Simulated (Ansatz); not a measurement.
Phonon-limited resistivity of Os (P6_3/mmc) against temperature in μΩ·cm, PBEsol, DFPT electron-phonon coupling, linearised Boltzmann equation (Ansatz, a program for electronic structure), harmonic crystal at a fixed cell. x, y and z are the axes of this cell:
```
Os
1.0
    2.72971     0.00000     0.00000
   -1.36486     2.36400     0.00000
    0.00000     0.00000     4.30605
Os
2
Direct
  0.33333   0.66667   0.25000
  0.66667   0.33333   0.75000
```

```
T        ρ (x, y)       ρ (z)
-----  ----------  ----------
50 K        0.178       0.130
77 K   (withheld)        0.59
100 K        1.59        1.11
150 K         3.3  (withheld)
200 K         4.9         3.4
250 K  (withheld)         4.4
273 K         7.2         4.9
300 K         8.0         5.4
350 K         9.5         6.4
400 K        10.9         7.4
500 K        13.8         9.4
600 K        16.7        11.3
800 K          22        15.1
```

**Question.** Fill in the missing entries.

**Answer.** 
- 77 K, ρ (x, y): 0.82
- 150 K, ρ (z): 2.3
- 250 K, ρ (x, y): 6.5

A metal at this level (no band gap). Only scattering by harmonic phonons is included (no impurities, grain boundaries, electron-electron scattering or thermal expansion). Spin-orbit coupling is left out, which matters with elements this heavy. Halving the electron mesh (28x28x16) moves the resistivity by up to 3 %. Smearing 0.20 eV; phonons on a 6x6x3 q mesh, which this run doesn't test and which matters most at low temperature.
